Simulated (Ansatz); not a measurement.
**MD summary: SiGe₃ near 1220 K**

System: composition SiGe3, cell Si16Ge48, held well above this temperature first, at a temperature that wasn't checked against the liquidus, so perhaps supercooled [in the run: it was liquid; mean temperature 1272 K (target 1220 K); density 4.66 g/cm³].

Level of theory: PBE (plane waves, PAW; Ansatz, a quantum-chemistry and plane-wave program).

- number of atoms = 64
- time step = 2.0 fs; target pressure 0 GPa
- sampled time = 5.8 ps (NVE); in preparation the cell's shape was held
- plane-wave cutoff = 420 eV
- k-points = one point, (1/4, 1/4, 1/4)
- Fermi-Dirac width = 0.105 eV
- spin = not polarised; no spin-orbit coupling

```yaml
mean_temperature: 1272 ± 6 K
mean_pressure: 0.33 ± 0.10 GPa
volume_per_atom: 21.9 Å³
density: 4.66 g/cm³
first peak of g(Ge-Ge): 2.68 Å, height 2.1
first minimum of g(Ge-Ge): near 3.7 Å
first peak of g(Ge-Si): 2.55 Å, height 2.2
first minimum of g(Ge-Si): near 3.3 Å
first peak of g(Si-Si): 2.44 Å, height 4.3
first minimum of g(Si-Si): near 3.1 Å
coordination of Ge (bonds up to Ge-Ge 3.66, Ge-Si 3.34 Å): 8.3 (8-fold 29 %, 9-fold 26 %, 7-fold 19 %)
coordination of Si (bonds up to Ge-Si 3.34, Si-Si 3.06 Å): 6.5 (6-fold 34 %, 7-fold 29 %, 5-fold 17 %)
Ge-Si-Ge angle: mean 100°, spread 32°, most frequent near 62°
Ge-Si-Si angle: mean 100°, spread 32°, most frequent near 86°
Ge-Ge-Si angle: mean 98°, spread 33°, most frequent near 52°
Ge-Ge-Ge angle: mean 97°, spread 33°, most frequent near 56°
state: all species diffuse (liquid)
diffusion coefficient of Ge (no finite-size correction): 12 × 10⁻⁵ cm²/s (± 1.0)
diffusion coefficient of Si (no finite-size correction): 17 × 10⁻⁵ cm²/s (± 2)
mean vibrational (phonon) frequency: 3.2 THz
```

Preparation at the same level, by Langevin dynamics: ease 0.15 ps at 1148 K; melt 0.66 ps at 2295 K, volume free at 4 GPa; cool 0.22 ps from 2295 to 1552 K (3300 K/ps); cool 0.54 ps from 1552 to 1220 K (610 K/ps), volume free; settle 1.34 ps at 1220 K, volume free; hold 0.33 ps at 1220 K. The atoms began on random sites, so units and networks may differ from a laboratory melt's. Atoms moved only 1.7 Å² (mean square) in the hot stage, so mixing may be incomplete. On the run's last frame a denser k-mesh moved the forces by 0.099 eV/Å rms, the static pressure by 0.07 GPa and the free energy by 7 meV/atom, which is about how far such values are converged. Warnings of the run: stress scf threshold loose, symmetry auto disabled.

Averages come from a short run of a small periodic cell.
